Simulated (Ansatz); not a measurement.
**CuCl: response to strain**

Consider CuCl in the wurtzite structure (space group P6_3mc, No. 186).

```
CuCl
1.0
    3.71635     0.00000     0.00000
   -1.85818     3.21846     0.00000
    0.00000     0.00000     6.18401
Cu Cl
2 2
Cartesian
  1.85818   1.07282   5.38789
  0.00000   2.14564   2.29589
  1.85818   1.07282   3.11512
  0.00000   2.14564   0.02312
```

Cartesian axes are those of the cell as printed.

Strains are applied to the cell and any free atomic positions relax; under biaxial strain the out-of-plane vector relaxes too.

Calculations: PBEsol/PAW in Ansatz (a program for electronic structure), no spin-orbit coupling.

Notes on the quantities. pressure: mean of the normal stresses, compression positive.

```csv
case,space group,electron mass,pressure,band gap
base,P6_3mc (No. 186),"0.19 mₑ along c, 0.22 mₑ across (at Γ)",0.1 kbar,0.60 eV
"biaxial strain −1.95 %, plane normal [001], relaxed out of plane",P6_3mc (No. 186),"0.18 mₑ out of plane, 0.25 mₑ in plane (at Γ)",8.3 kbar,0.66 eV
"biaxial strain +3.17 %, plane normal [001], relaxed out of plane",P6_3mc (No. 186),"0.24 mₑ out of plane, 0.19 mₑ in plane (at Γ)",-16.3 kbar,0.53 eV
isotropic strain −1.45 %,P6_3mc (No. 186),"0.19 mₑ along c, 0.23 mₑ across (at Γ)",30.7 kbar,0.70 eV
uniaxial strain ε_xx = −0.21 %,Cmc2_1 (No. 36),"0.19 mₑ along z, 0.22 mₑ across (at Γ)",1.3 kbar,0.60 eV
uniaxial strain ε_yy = −0.54 %,Cmc2_1 (No. 36),"0.19 mₑ along z, 0.22 mₑ across (at Γ)",3.4 kbar,0.61 eV
tensor shear ε_xz = +0.69 %,Cc (No. 9),"0.19 mₑ along z, 0.22 mₑ across (at Γ)",0.0 kbar,0.60 eV
```

Masses are band curvatures over ±0.01 Å⁻¹ around the edge. Stability against distortions was not tested. No Hubbard U is applied. The final runs are not spin-polarised. This is not the structure that CuCl has at room temperature and ambient pressure.
